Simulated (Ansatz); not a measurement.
The cell is made up: elements placed on another compound's structure type, so the phase may be hypothetical.

By PBEsol, the system below comes out a metal.

The ballistic (Sharvin) conductance counts the channels at the Fermi level: G/A = (e²/h) × channels of both spins per area.

Data:

```
NbO3
1.0
    3.93716     0.00000     0.00000
    0.00000     5.56798     0.00000
    0.00000     2.78399     2.78399
Nb O
1 3
Direct
  0.00000   0.00000   0.00000
  0.00000   0.00000   0.50000
  0.00000   0.50000   0.50000
  0.50000   0.00000   0.00000
```

Space group of this cell: Pm-3m, ReO3 type. The cell was relaxed by PBE-D3(BJ); by PBEsol its mean pressure is -2.4 GPa.

The current flows along the normal of the first two printed cell vectors. No spin-orbit coupling; the value is a mean over 0.1 eV about the Fermi level.

**Question.** State the ballistic conductance per area according to PBEsol run with Ansatz (a first-principles code).

**Answer.** 0.51 × 10¹⁵ S/m² for both spins.
